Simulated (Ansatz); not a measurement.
**MgO under a change: biaxial strain −2.00 %, plane normal [001], relaxed out of plane**

Take MgO in the rock salt structure (space group Fm-3m, No. 225; a = 4.159 Å) as the base. Axes: x, y, z lie along the cube axes.

Modification: biaxial strain −2.00 %, plane normal [001], relaxed out of plane (Cartesian); in-plane vectors clamped, the third vector and the atoms free.

Level of theory: LDA/PAW in Ansatz (a first-principles code), no spin-orbit coupling. Γ-centred 14×14×14 mesh, Fermi–Dirac width 0.05 eV.

The volume per atom falls by 0.25 Å³ to 8.74 Å³ and the space group goes from Fm-3m (No. 225) to I4/mmm (No. 139). The shortest interatomic distance shrinks by 0.079 bohr (3.930 bohr → 3.851 bohr) and the energy goes up by 8.9 meV/atom. The pressure (mean of the normal stresses, compression positive) grows by 5.55 GPa, from -0.01 GPa to 5.54 GPa and the band gap rises by 0.243 eV (5.03 eV → 5.28 eV). The gap character is still direct at Γ and the electron mass goes from 0.36 mₑ (at Γ) to 0.35 mₑ out of plane, 0.38 mₑ in plane (at Γ). The valence-band top at Γ (three highest levels, from the VBM) changes from 0.00, 0.00, 0.00 eV to 0.00, -0.06, -0.06 eV and the out-of-plane strain is +1.23 %. The ratio −ε⊥/ε∥ amounts to 0.62 and the mean in-plane stress (compression positive) is +8.3 GPa.

Cost of the whole job for the changed cell (relaxation, final SCF and bands): roughly 13 core-seconds.

Masses are band curvatures over ±0.01 Å⁻¹ around the edge. Whether these cells are dynamically stable was not tested. Labels are those of the standard path for the cell's own space group.
